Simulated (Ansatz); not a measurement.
For B2O3 (Cmc2₁, No. 36, 10 atoms in the cell; start mp-717; high-pressure phase), LDA (plane waves, PAW; Ansatz, a program for electronic structure) gives:

| Item | Value |
|---|---|
| volume per atom | 7.29 Å³/atom |
| band gap at the PBEsol cell | 8.34 eV |

Task: What does PBEsol (PAW; Ansatz) give for the same quantities?

Result: 
- equilibrium volume per atom: 7.48 Å³/atom (grows by 2.6 %)
- band gap at the PBEsol cell: 8.41 eV (grows by 0.07 eV)

Changes are worked out from the printed values.

Unless a cell is named, each level is at its own relaxed cell (LDA 7.29, PBEsol 7.48 Å³/atom).

Density-functional gaps are differences of (generalised) Kohn–Sham levels.

Caveats: the relaxation could not lower the start's symmetry, so the cell can be a saddle point above a distorted one (LDA, PBEsol). Ansatz's density-functional and Hartree–Fock values are scalar-relativistic unless marked +SOC, with PAW data made under PBE.

A start named mp-… is a Materials Project structure, which need not be a measured phase.
